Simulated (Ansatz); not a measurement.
The starting structures come from a database of crystals and need not be the phases stable at ambient conditions.

 Where the default PAW files enter, the runs use the earlier of Ansatz's two default sets.

Data:

```
CELL_PARAMETERS angstrom
      3.30779     0.00000     0.00000
      0.00000     4.98288     0.00000
      1.65390     0.00000     2.86463
ATOMIC_POSITIONS crystal
  Mg 0.33333 0.99784 0.33333
  Mg 0.66667 0.49784 0.66667
  O  0.33333 0.59756 0.33333
  O  0.66667 0.09756 0.66667
```

Space group of this cell: P6_3mc, wurtzite. The cell is taken as given.

Computed with r2SCAN (plane waves, PAW; Ansatz, a first-principles code).

The current runs along the normal of the first two printed vectors; no spin-orbit coupling. Scaled by the factor s: all lengths (ions clamped). Meshes 10×6×10 and 10×6 across the current in all rows.

| s | mean pressure (GPa) | band gap (eV) |
|---|---|---|
| 0.98 | 8.3 | ? |
| 1.00 | -0.3 | 4.15 |
| 1.02 | -6.9 | 3.82 |

Task: Take the slope of the band gap against ln s from the two given rows, extrapolate to s = 0.98, and say what the run there gives.

Result: Slope = (3.82 − 4.15) / ln 1.02 = -16.7 eV. The line gives 4.15 + (-16.7) × ln 0.98 = 4.49 eV. The run gives 4.51 eV, 0.02 eV over the line, 7 % of the predicted step.
